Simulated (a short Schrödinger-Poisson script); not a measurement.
Stack: gated Al0.2Ga0.8As/GaAs δ-doped gas, at 77 K.

```
layer      material  thickness (nm)  Na (cm⁻³)
-----  ------------  --------------  ---------
1      Al0.2Ga0.8As              20          -
2      Al0.2Ga0.8As               5          -
3              GaAs            6000       5e14
```

The device is made up for the run: typed textbook-type constants, with dimensions and the other settings drawn at random. Al0.2Ga0.8As: permittivity 12.33, conduction-band edge (eV) 0.158, gap (eV) 1.673, electron mass (mₑ) 0.0836, Nv at 300 K (cm⁻³) 9e18. GaAs: permittivity 12.9, conduction-band edge (eV) 0, gap (eV) 1.424, Nv at 300 K (cm⁻³) 9e18.

Channel valleys (confinement mass, in-plane density-of-states mass, number): Γ 0.067, 0.067, 1. At the gate the conduction-band edge of layer 1 lies 0.91 eV − eVg above the Fermi level of the channel; the field vanishes at the back. Sheet of ionised δ-doping: +1.9e12 e/cm² at 20 nm from the gate. The barrier under the gate holds no holes. Gaps are held at their typed values at every temperature. Mesh 0.08 nm at interfaces.

Solved with a short Schrödinger-Poisson script written for these runs: 1D Poisson equation in equilibrium, electrons quantum, Hartree plus LDA exchange-correlation (BenDaniel-Duke, 40 states a valley, the channel's in-plane mass for all, wave functions free to enter the barrier), parabolic valleys, classical holes, full ionisation, no traps, pinning or gate leakage.

The same stack at other levels of the model or other numerical settings:

| run | sheet density of all electrons at Vg = 0.5 V (cm⁻²) | capacitance at Vg = 0.5 V (μF/cm²) | centroid of the channel electrons at Vg = 0.5 V (nm) | gate voltage at 1e11 electrons/cm² (V) | rough cost against the base |
|---|---|---|---|---|---|
| base | 5.63e11 | 0.370 | 6.27 | 0.29 | about 1 |
| electrons treated as classical, Boltzmann | 6.49e11 | 0.416 | 2.16 | 0.28 | 0.03 |
| electrons treated as classical, Fermi-Dirac | 5.68e11 | 0.359 | 4.97 | 0.29 | 0.1 |
| electrons treated as quantum, Hartree | 5.43e11 | 0.364 | 6.68 | 0.30 | about 1 |
| mesh six times as coarse | 5.63e11 | 0.370 | 6.23 | 0.29 | 0.3 |
| one subband a valley | 5.61e11 | 0.368 | 5.80 | 0.29 | 0.2 |

The classical rows ignore confinement, and Boltzmann statistics overrate the density once the band edge passes the Fermi level.
